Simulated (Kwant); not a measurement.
Device: In0.53Ga0.47As/InP stack with 1 barrier. One parabolic valley. Leads of mass 0.041 mₑ with the band edge at 0; grid 0.1 nm; bias 0 V, dropping linearly over the stack.

| layer | thickness (nm) | band offset (eV) | mass (mₑ) |
|---|---|---|---|
| 1 | 6.8 | 0.25 | 0.08 |

Constants are typed, rounded textbook-type inputs, not results; the design itself was drawn at random and stands for no fabricated device.

Model: one-band effective-mass tight-binding model in one dimension, coherent, no space charge (Kwant).

**Question.** Work out the transmission below the barrier top from T = 1/(1 + ((ζ + 1/ζ)/2)² sinh²(κa)), ζ = (k/m_lead)/(κ/m_barrier).

**Answer.** E = 0.04856 eV: k = 0.2286 nm⁻¹, κ = 0.6504 nm⁻¹, ζ = 0.6858, T = 0.000502. The simulation gives 0.000503, the same within the digits that matter. E = 0.1243 eV: k = 0.3657 nm⁻¹, κ = 0.5138 nm⁻¹, ζ = 1.389, T = 0.00332. The simulation gives 0.00332, the same within the digits that matter. E = 0.1905 eV: k = 0.4528 nm⁻¹, κ = 0.3535 nm⁻¹, ζ = 2.499, T = 0.0156. The simulation gives 0.0156, the same within the digits that matter. What differs comes from the grid.
